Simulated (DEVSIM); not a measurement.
Structure: abrupt Si p-n junction, at 300 K.

Layer 1 from the left is Si, thickness (μm) 39.0, Na (cm⁻³) 6.4e15, τn (s) 4.5e-7, τp (s) 1.5e-5. Layer 2 from the left is Si, thickness (μm) 160, Nd (cm⁻³) 7.5e15, τn (s) 1.5e-5, τp (s) 1.5e-5.

Left contact: ohmic. Right contact: ohmic. Voltage is applied to the left contact. Recombination: SRH at mid-gap, radiative, Auger. Mobility is μmin + (μ − μmin)/(1 + (N/Nref)^α).

Constants are typed, rounded textbook-type inputs, not results; the design itself was drawn at random and stands for no fabricated device. Values at 300 K.

Si: gap (eV) 1.124, affinity (eV) 4.05, permittivity 11.7, Nc (cm⁻³) 2.86e19, Nv (cm⁻³) 3.1e19, μn (cm²/Vs) 1417, μp (cm²/Vs) 470, μn,min 52, μp,min 45, Nref,n 9.7e16, Nref,p 2.2e17, αn 0.68, αp 0.72, B (cm³/s) 4.7e-15, Cn (cm⁶/s) 2.8e-31, Cp (cm⁶/s) 9.9e-32.

Estimate by hand the built-in potential, the peak field at zero bias, the capacitance at -1.5 V, and compare with a numerical solution.


- Built-in potential: ni = √(Nc Nv) exp(−Eg/2kT) = 1.08e10 cm⁻³ with Eg = 1.124 eV; Vbi = kT/q ln(Na Nd/ni²) = 0.691 V; numerical 0.691 V.
- Peak field at zero bias: depletion approximation: W = √(2εVbi/(qN)) = 0.509 μm with N = 3.45e15 cm⁻³; field = 2Vbi/W = 27200 V/cm; numerical 26100 V/cm (estimate above by 4.0 %).
- Capacitance at -1.5 V: C = √(qεN / 2(Vbi + |V|)) = 11.4 nF/cm²; numerical 11.6 nF/cm² (estimate below by 1.2 %).

Simulated with DEVSIM: 1D drift-diffusion, Boltzmann statistics, complete ionisation; no tunnelling, impact ionisation, image-force lowering or self-heating.
